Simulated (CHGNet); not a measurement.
# L1₂ (Cu3Au-type) Ni3Al

Method: the machine-learned potential CHGNet 0.3.0 (trained on PBE and PBE+U data).

Cell: relaxed at this level.

| Property | Value |
|---|---|
| lattice constant a | 3.558 Å |
| volume per atom | 11.26 Å³/atom |

Measured, for comparison: lattice constant a 3.572 Å, equilibrium volume per atom 11.39 Å³/atom (temperature not stated, no zero-point or thermal correction; as tabulated in Tensorial elastic properties and stability of interface states associated with …). Computed (rounded) less measured: lattice constant a -0.4 %, equilibrium volume per atom -1.1 %. A static lattice is as a rule a little smaller and stiffer than an uncorrected measurement, which narrows the difference in the lattice constant a, equilibrium volume per atom and would widen misses of the other sign.

A machine-learned potential is trained on density-functional data: it inherits that level's misses and adds fitting errors of its own.

Note: the model gives imaginary modes for this phase (in the spectrum interpolated from a supercell).
